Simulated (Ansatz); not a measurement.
Start from WC (space group P-6m2, No. 187; a = 2.912 Å, c = 2.836 Å).

Level of theory: plane-wave PAW DFT at the r2SCAN level (Ansatz, a quantum-chemistry and plane-wave program, 500 eV), no spin-orbit coupling.

Base values:

The pressure is 0.0 GPa.

Perturbation: the cell is scaled by 1.0209 in all directions, atoms relaxed at fixed cell.

**Question.** How does this affect the energy relative to the base?

**Answer.** The energy grows by 48 meV/atom.

**Question.** What does the calculation give for the pressure after the change?

**Answer.** The pressure (mean of the normal stresses, compression positive) goes from zero to -22.0 GPa.

The cells carry an imposed strain or load. Stability against distortions was not tested. The final runs are not spin-polarised.
